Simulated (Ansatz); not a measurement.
Base system: InSb in the zinc blende structure (space group F-43m, No. 216; a = 6.635 Å).

Computed with PBE (Ansatz, a quantum-chemistry and plane-wave program, PAW, spin-orbit coupling left out).

Strains are applied to the cell and any free atomic positions relax.

One change was made to it. Results:

```csv
quantity,base,after
pressure,0.0 GPa,1.9 GPa
energy relative to the base (free energy F),0 meV/atom,+9.0 meV/atom
band gap,zero,zero
```

### Question
Which of these changes matches the shifts?
A. isotropic strain −3.00 %
B. isotropic strain −1.50 %
C. isotropic strain +1.00 %

### Answer
B, isotropic strain −1.50 %. For comparison, the energy relative to the base in the other runs: isotropic strain −3.00 % gives +38 meV/atom; isotropic strain +1.00 % gives +3.6 meV/atom.

Spin-orbit coupling, missing from the scalar runs, can matter with Sb. Whether these cells are dynamically stable was not tested. All final runs are without spin polarisation. A zero or small gap of InSb can be the functional's error rather than a property of the material.
